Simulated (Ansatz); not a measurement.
# Hf: response to strain

Start from Hf in the hcp (Mg type) structure (space group P6_3/mmc, No. 194; a = 3.204 Å, c = 5.073 Å; relaxed with 0.1 eV smearing).

Strains are applied to the cell and any free atomic positions relax.

Computed with DFT with PBE, PAW potentials and a 420 eV plane-wave cutoff in Ansatz (a program for electronic structure), without spin-orbit coupling.

Notes on the quantities. pressure: mean of the normal stresses, compression positive.

| change | volume per atom | pressure |
|---|---|---|
| base | 22.55 Å³ | 0.0 GPa |
| isotropic strain −3.00 % | 20.58 Å³ | 11.4 GPa |
| isotropic strain −2.50 % | 20.90 Å³ | 9.2 GPa |
| isotropic strain −2.00 % | 21.22 Å³ | … |
| isotropic strain −1.50 % | 21.55 Å³ | 5.2 GPa |
| isotropic strain −1.00 % | 21.88 Å³ | … |
| isotropic strain −0.50 % | 22.21 Å³ | 1.6 GPa |
| isotropic strain +0.50 % | 22.89 Å³ | -1.6 GPa |
| isotropic strain +1.50 % | 23.58 Å³ | -4.4 GPa |
| isotropic strain +2.00 % | 23.93 Å³ | … |

### Question
Fill in the withheld entries from the trend.

### Answer

- isotropic strain −2.00 %, pressure: 7.2 GPa
- isotropic strain −1.00 %, pressure: 3.4 GPa
- isotropic strain +2.00 %, pressure: -5.7 GPa

Stability against distortions was not tested. All final runs are without spin polarisation.
